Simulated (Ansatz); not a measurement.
C: response to strain

Start from C in the diamond structure (space group Fd-3m, No. 227; a = 3.560 Å). Axes: x, y, z lie along the cube axes.

Strains are applied to the cell and any free atomic positions relax; under biaxial strain the out-of-plane vector relaxes too; under stress the whole cell relaxes.

All numbers come from DFT with r2SCAN, PAW potentials and a 500 eV plane-wave cutoff in Ansatz (a quantum-chemistry and plane-wave program), no spin-orbit coupling, earlier PAW set.

Notes on the quantities. pressure: mean of the normal stresses, compression positive.

```tsv
case	pressure	gap character	band gap
base	0.00 GPa	–	4.36 eV
biaxial strain −3.51 %, plane normal [001], relaxed out of plane	32.23 GPa	indirect, Γ → k = (3/8, 3/8, 0) in the run's primitive reciprocal basis	3.90 eV
biaxial strain +0.21 %, plane normal [110], relaxed out of plane	-1.76 GPa	indirect, Γ → Γ–T (71 % along)	4.33 eV
uniaxial strain ε_xx = +0.79 %	-3.48 GPa	indirect, Γ → Γ–X (75 % along)	4.24 eV
uniaxial strain ε_xx = +3.77 %	-15.48 GPa	indirect, Γ → Γ–X (75 % along)	3.79 eV
uniaxial strain ε_zz = −4.26 %	21.26 GPa	indirect, Γ → k = (3/8, 3/8, 0) in the run's primitive reciprocal basis	3.27 eV
tensor shear ε_xy = +0.96 %	0.19 GPa	indirect, Γ → Γ–X (75 % along)	4.30 eV
tensor shear ε_yz = +3.39 %	2.34 GPa	indirect, Γ → X	3.59 eV
uniaxial stress, 3 GPa tension along x	–	indirect, Γ → Γ–X (75 % along)	4.32 eV
tensor shear ε_xy = +0.83 %	0.14 GPa	indirect, Γ → Γ–X (75 % along)	4.31 eV
```

A biaxial case was relaxed in a doubled cell and then solved in the primitive one. Beyond what the load breaks, stability against distortions was not tested. k-point labels follow each cell's own Brillouin zone.
